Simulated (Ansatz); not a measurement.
Take NaCl in the rock salt structure (space group Fm-3m, No. 225; a = 5.601 Å) as the base. Axes: x, y, z lie along the cube axes.

Level of theory: plane-wave PAW DFT at the PBEsol level (Ansatz, a program for electronic structure, 420 eV), spin-orbit coupling left out.

Before the change:

The valence-band top at Γ is 0.00, 0.00, 0.00 eV and the band gap comes out as 5.01 eV.

It is then changed as follows: tensor shear ε_xy = +0.57 % (engineering shear γ = 0.0114); the atoms relax in the strained cell.

Task: Predict the new valence-band top at Γ.

Result: The valence-band top at Γ (three highest levels, from the VBM) becomes 0.00, -0.02, -0.04 eV (base: 0.00, 0.00, 0.00 eV).

Task: What does the calculation give for the stress after the change?

Result: The stress (xx, yy, zz, yz, xz, xy; compression positive) comes out as (0.01, 0.01, 0.01, 0.00, 0.00, -0.14) GPa.

Task: What happens to the band gap?

Result: The band gap decreases by 0.02 eV (5.01 eV → 4.99 eV).

No phonon test of stability was made.
